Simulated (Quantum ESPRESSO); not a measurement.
## Converging zone-centre phonons against the mesh: ZrC (Fm-3m, 2 atoms in the cell)

```xyz
2
Lattice="0.0000 2.3571 2.3571 2.3571 0.0000 2.3571 2.3571 2.3571 0.0000" Properties=species:S:1:pos:R:3 pbc="T T T"
Zr     0.0000     0.0000     0.0000
C      2.3571     2.3571     2.3571
```

Computed with PBE, GBRV 1.5 ultrasoft (PBE) pseudopotentials (plane waves; Quantum ESPRESSO).

Base settings: ecutwfc = 40 Ry; ecutrho = 320 Ry; occupations = smearing; smearing = fd; degauss = 0.0073499 Ry; potentials = {Zr: zr_pbe_v1.uspp.F.UPF, C: c_pbe_v1.2.uspp.F.UPF}; K_POINTS = automatic 12 12 12 0 0 0; conv_thr = 1e-10 Ry.

In this ladder: ph.x.tr2_ph = 1e-14; ph.x.fildyn = dyn.G; dynmat.x.fildyn = dyn.G; dynmat.x.asr = crystal.

Frequencies are those of the unrelaxed cell, without the LO-TO term of polar crystals.

Only quantities that move along the ladder and can be compared are tabulated.

Core times come from one kind of shared machine, to one figure; runs under 30 s give none.

The starting cell has typed, rounded lattice constants, without a prior relaxation at this level. Its lattice was rescaled by up to half a per cent.

```csv
K_POINTS,highest zone-centre frequency (cm⁻¹),core time / last (rough)
automatic 3 3 3 0 0 0,486.6,–
automatic 4 4 4 0 0 0,425.6,–
automatic 5 5 5 0 0 0,334.3,–
automatic 6 6 6 0 0 0,377.9,–
automatic 8 8 8 0 0 0,424.6,–
automatic 9 9 9 0 0 0,422.3,–
automatic 14 14 14 0 0 0,417.2,0.2
automatic 18 18 18 0 0 0,416.0,0.4
automatic 22 22 22 0 0 0,415.6,0.6
automatic 27 27 27 0 0 0,415.9,1
```

Coarsest K_POINTS that holds the highest zone-centre frequency within 5 cm⁻¹ of the last step, with all finer ones: automatic 14 14 14 0 0 0, at about 0.2 of the last step's time; the step before is off by 6.4 cm⁻¹.
